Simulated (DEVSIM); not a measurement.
System: illuminated Si p-on-n cell, one wavelength, with a back-surface field, at 300 K.

Layer 1 from the left is Si, thickness (μm) 0.140, Na (cm⁻³) 6.2e17, τn (s) 6.8e-5, τp (s) 1.7e-5, absorption coefficient (cm⁻¹) 320. Layer 2 from the left is Si, thickness (μm) 40.0, Nd (cm⁻³) 6.5e15, τn (s) 7.2e-5, τp (s) 7.2e-5, absorption coefficient (cm⁻¹) 320. Layer 3 from the left is Si, thickness (μm) 1.30, Nd (cm⁻³) 1e17, τn (s) 7.2e-5, τp (s) 7.2e-5, absorption coefficient (cm⁻¹) 320.

Left contact: ohmic, minority electron recombination velocity 1e6 cm/s. Right contact: ohmic, minority hole recombination velocity 30000 cm/s. Voltage is applied to the left contact. Recombination: SRH at mid-gap, radiative, Auger. Light enters at the left, 1.2e18 photons cm⁻² s⁻¹, one pass, no reflection. Mobility is μmin + (μ − μmin)/(1 + (N/Nref)^α).

Constants are typed, rounded textbook-type inputs, not results; the design itself was drawn at random and stands for no fabricated device. Values at 300 K.

Si: gap (eV) 1.124, affinity (eV) 4.05, permittivity 11.7, Nc (cm⁻³) 2.86e19, Nv (cm⁻³) 3.1e19, μn (cm²/Vs) 1417, μp (cm²/Vs) 470, μn,min 52, μp,min 45, Nref,n 9.7e16, Nref,p 2.2e17, αn 0.68, αp 0.72, B (cm³/s) 4.7e-15, Cn (cm⁶/s) 2.8e-31, Cp (cm⁶/s) 9.9e-32.

Model (solved in DEVSIM): 1D drift-diffusion, Boltzmann statistics, complete ionisation; no tunnelling, impact ionisation, image-force lowering or self-heating.

Problem. What does the simulation give for the fill factor, the short-circuit current, the potential step across the device at zero bias?

Solution. fill factor 0.83; short-circuit current 123 mA/cm²; potential step across the device at zero bias 0.877 V.
